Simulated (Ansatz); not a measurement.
Worked calculations on one periodic cell of amorphous Zr20O43Ga2: Zr20O43Ga2, 65 atoms, volume 824.5 Å³, made by a melt-quench on the CHGNet potential and relaxed with DFT. O atoms were pushed apart under 1.9 Å during the dynamics, to hinder bonds among them. It is a model cell: composition and starting density were chosen by hand, and all elements were melted together. Calculation: PBE, scalar-relativistic without spin-orbit coupling (plane waves to 420 eV, PAW; Ansatz, an electronic-structure program). Sampling: a 2×2×2 Γ-centred mesh; Fermi-Dirac width 0.02 eV; no spin polarisation. Its volume was relaxed, its shape was free, and it stands at a mean pressure of 0.0 GPa with stress components up to 0.1 GPa; the relaxation ran on the zone centre alone. Its density went from a set 5.29 to 5.34 g/cm³. The cell is small and was quenched far faster than a real film, so it is one sample of the glass.

Task: Count formal charges (Zr +4, O -2, Ga +3). What does the count lead one to expect at the Fermi level, and what does the calculation give?

Result: 20 × (+4) + 43 × (-2) + 2 × (+3) = 0. The charges balance, so the anion-derived valence states can be full and a gap can open. On this mesh the highest filled and lowest empty level lie 3.26 eV apart, the PBE gap of this cell, with a localised state at one edge or both.

Four energies for an added electron at PBE on the zone centre alone (charged cells in a uniform background, spin-polarised): neutral at the neutral geometry -115741.902 eV; charged at the neutral geometry -115729.393 eV; charged and relaxed -115729.593 eV; neutral at the charged geometry -115741.584 eV.

Task: Find the two relaxation energies and their sum, the reorganisation energy.

Result: On charging: -115729.393 − (-115729.593) = 0.200 eV. On discharging: -115741.584 − (-115741.902) = 0.318 eV. The sum is 0.518 eV. The carrier's level spreads over 10 of the 65 atoms' worth, so it counts as partly localised, most on one Zr atom with neighbours O 2.03 Å, O 2.03 Å, O 2.10 Å, O 2.10 Å, O 2.18 Å, O 2.20 Å (neutral geometry). The values are uncorrected: the image energy of a point charge in this cell, 2.84 × 14.40 / (2 × 9.4) = 2.2 eV before screening, is screened by electrons alone at the fixed geometry and by ions too after relaxing, and the carrier can be spread before it relaxes, so each term can be off by up to that value times 1/ε∞, some tenths of an eV. PBE's self-interaction favours spread-out carriers, so a hybrid can localise more.

Four energies for a hole at PBE on the zone centre alone (charged cells in a uniform background, spin-polarised): neutral at the neutral geometry -115741.902 eV; charged at the neutral geometry -115750.964 eV; charged and relaxed -115751.286 eV; neutral at the charged geometry -115741.197 eV.

Task: Find the two relaxation energies and their sum, the reorganisation energy.

Result: On charging: -115750.964 − (-115751.286) = 0.322 eV. On discharging: -115741.197 − (-115741.902) = 0.705 eV. The sum is 1.027 eV. The carrier's level spreads over 4 of the 65 atoms' worth, so it counts as localised, most on one O atom with neighbours Zr 1.97 Å, Zr 2.00 Å (neutral geometry). The values are uncorrected: the image energy of a point charge in this cell, 2.84 × 14.40 / (2 × 9.4) = 2.2 eV before screening, is screened by electrons alone at the fixed geometry and by ions too after relaxing, and the carrier can be spread before it relaxes, so each term can be off by up to that value times 1/ε∞, some tenths of an eV. PBE's self-interaction favours spread-out carriers, so a hybrid can localise more.
